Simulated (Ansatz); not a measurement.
Worked example: relaxation of the atoms of TiTe₂ (P3m1, 3 atoms in the cell) in Ansatz (a first-principles code).

Method of the run: LDA (PW92), default PAW files made with PBE (plane waves; Ansatz).

The change in words: one atom moved by 0.15 angstrom; relax: default → atoms; relax.f_tol: default → 0.002 eV/Å. Reference geometry:
```
CELL_PARAMETERS angstrom
      3.83568     0.00000     0.00000
     -1.91784     3.32180     0.00000
      0.00000     0.00000     6.73841
ATOMIC_POSITIONS crystal
  Ti 0.00000 0.00000 0.00000
  Te 0.66667 0.33333 0.74983
  Te 0.33333 0.66667 0.25017
```

Reference input (self-consistent single point, DFT, LDA (PW92), plane waves, default PAW files made with PBE): basis.ecutwfc = 420 eV; kpoints.mp_grid.grid = 10 10 5; hamiltonian.xc = lda; hamiltonian.pseudopotentials = {kind: paw} (the program's default PAW files); scf.occupations.method = fermi_dirac; scf.occupations.width = 0.1 eV. This run's input differs from it in these lines:

```diff
@@ -7,3 +7,3 @@
   atoms:
-    - { symbol: Ti, position: [0.000000, 0.000000, 0.000000] }
+    - { symbol: Ti, position: [0.000000, 0.000000, 0.022260] }
     - { symbol: Te, position: [0.666667, 0.333333, 0.749830] }
@@ -19,2 +19,4 @@
   occupations: { method: fermi_dirac, width: 0.1 }
+relax:
+  f_tol: 0.002
 output:
```

The program printed (abridged):

```
   [... SCF lines of the steps left out ...]
relax step   1: F+E_penalty+E_count = -16106.63390528 eV  Δ(F+E_penalty+E_count) = +0.000e0 eV  max|allowed force component| = 1.292e0 eV/Å  Δτ_max = 0.0000 Å  (6 SCF iters, dr2 threshold 1.00e-7 eV, accepted)
relax step   2: F+E_penalty+E_count = -16106.72519583 eV  Δ(F+E_penalty+E_count) = -9.129e-2 eV  max|allowed force component| = 4.605e-1 eV/Å  Δτ_max = 0.1344 Å  (5 SCF iters, dr2 threshold 1.00e-4 eV, accepted)
relax step   3: F+E_penalty+E_count = -16106.73820691 eV  Δ(F+E_penalty+E_count) = -1.301e-2 eV  max|allowed force component| = 7.655e-2 eV/Å  Δτ_max = 0.0411 Å  (4 SCF iters, dr2 threshold 1.33e-5 eV, accepted)
relax step   4: F+E_penalty+E_count = -16106.73872722 eV  Δ(F+E_penalty+E_count) = -5.203e-4 eV  max|allowed force component| = 2.889e-2 eV/Å  Δτ_max = 0.0108 Å  (5 SCF iters, dr2 threshold 3.66e-7 eV, accepted)
relax step   5: F+E_penalty+E_count = -16106.73879462 eV  Δ(F+E_penalty+E_count) = -6.740e-5 eV  max|allowed force component| = 3.284e-4 eV/Å  Δτ_max = 0.0031 Å  (4 SCF iters, dr2 threshold 5.22e-8 eV, accepted)
relax step   6: F+E_penalty+E_count = -16106.73879463 eV  Δ(F+E_penalty+E_count) = -6.370e-9 eV  max|allowed force component| = 3.071e-4 eV/Å  Δτ_max = 0.0000 Å  (3 SCF iters, accepted)
the relaxation is at rest under the 6 symmetry operations that the run kept from its start: a minimum is not shown …
Stability not checked: this state was not tested for a lower state beside it, because too few of the mixer's solves of this state at the end of the SCF gave a …
Free energy (F): -16106.738795 eV
Internal energy: -16106.692071 eV  (E = F + TS)
E sigma→0 (E₀):  -16106.715433 eV
Entropy (-TS):   -0.046724 eV (-15.575 meV/atom)
Fermi energy:    8.903856 eV
--- Forces (eV/Å), atoms counted from 1 ---
  atom   1  Ti    -0.00000000     0.00000000    -0.00019400
   [... lines left out ...]
  F+E_penalty+E_count = -16106.73879463 eV   max|allowed force component| = 3.071e-4 eV/Å
  atoms:
    - { symbol: Ti, position: [9.646612504399001e-19, 9.64661166607703e-19, 0.007422134064418072] }
    - { symbol: Te, position: [0.6666666666666665, 0.33333333333333326, 0.7620311732308633] }
    - { symbol: Te, position: [0.33333333333333326, 0.6666666666666665, 0.2528066927047183] }
```

The run converged. 

Summary of the result:
| Property | Value |
|---|---|
| Free energy E − TS (on the zero of these files) | -16106.7388 eV |
| Fermi level (on the code's own zero) | 8.90 eV |
| Pressure | -3.97 GPa |
| Relaxation steps | 6 |

The starting cell comes from a database of computed structures (which also holds hypothetical and non-ambient phases and stackings), without a prior relaxation at this level. Its lattice was rescaled by up to half a per cent. For this run, on top of that: one atom moved by 0.15 angstrom. Spin polarisation is off, so a magnetic state, if there is one, cannot be reached. The relaxation keeps the symmetry of its start, so its end need not be a minimum. Ansatz's pressure includes its estimate of the finite-basis (Pulay) stress.

Cost on one core of a shared machine: roughly 60 s.

Keys are those of Ansatz 0.2.
